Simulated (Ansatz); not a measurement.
# Al2Au (space group Fm-3m, No. 225)

```yaml
crystal:
  lattice:
    - [0.00000, 3.02996, 3.02996]
    - [3.02996, 0.00000, 3.02996]
    - [3.02996, 3.02996, 0.00000]
  atoms:
    - { symbol: Al, position: [0.25000, 0.25000, 0.25000] }
    - { symbol: Al, position: [0.75000, 0.75000, 0.75000] }
    - { symbol: Au, position: [0.00000, 0.00000, 0.00000] }
```

Computed with PBE (Ansatz, a program for electronic structure), no spin-orbit coupling. k-mesh 13×13×13 (Γ-centred); smearing 0.05 eV (Fermi–Dirac).

```json
{
 "volume_per_atom": "18.54 Å³",
 "density": "7.49 g/cm³",
 "band_gap": "zero",
 "total_energy": "-4741.879 eV/atom (σ→0; compares only within this code and set-up)"
}
```

Stability against distortions was not tested.
